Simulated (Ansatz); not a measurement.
## What Os on a Ru site does to Ru

Base system: an 8-atom supercell of Ru in the hcp (Mg type) structure (space group P6_3/mmc, No. 194; a = 2.7220 Å, c = 4.2907 Å) at its relaxed geometry.

Modification: one Ru atom is replaced by Os, atoms relaxed at fixed cell, starting from a slightly rattled geometry.

Computed with PBE (Ansatz, a quantum-chemistry and plane-wave program; PAW; 420 eV plane waves; spin-orbit coupling left out), earlier PAW set. Settings: 11×11×11 k-points, 0.05 eV Fermi–Dirac smearing.

```tsv
quantity	base	changed	shift
largest displacement of a host atom from its site in the perfect cell	–	0.01 Å	–
mean distance from the defect site to its nearest host atoms	2.66 Å	2.66 Å	0.00 Å
```

The cell is small, so the values are those of an ordered compound at a high defect concentration; dilute-limit values will differ. All final runs are without spin polarisation. The defect cell is not spin-polarised.
